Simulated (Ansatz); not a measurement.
Input:

```xyz
2
Lattice="0.0000 1.7758 1.7758 1.7758 0.0000 1.7758 1.7758 1.7758 0.0000" Properties=species:S:1:pos:R:3 pbc="T T T"
B      0.0000     0.0000     0.0000
N      0.8879     0.8879     0.8879
```

No spin polarisation.

The values are results of Kohn–Sham DFT with the PBEsol functional, run in Ansatz (a first-principles code) with PAW and 420 eV plane waves, no spin-orbit coupling, not measurements. Settings: 16×16×16 k-points, 0.05 eV Fermi–Dirac smearing.

Predict the gap character, pressure, electron mass and smallest direct gap.

The gap character comes out as indirect, Γ → X, the pressure is 18.98 GPa and the electron mass comes out as 0.87 mₑ along k, 0.29 mₑ across (at X). The smallest direct gap comes out as 9.02 eV.

The cells carry an imposed strain or load. Effective masses come from finite differences of ±0.01 Å⁻¹. Along k means along the line from Γ to the band edge. Whether these cells are dynamically stable was not tested. The cell was made from BN in the zinc blende structure (space group F-43m, No. 216) by this change: isotropic strain −1.50 %.
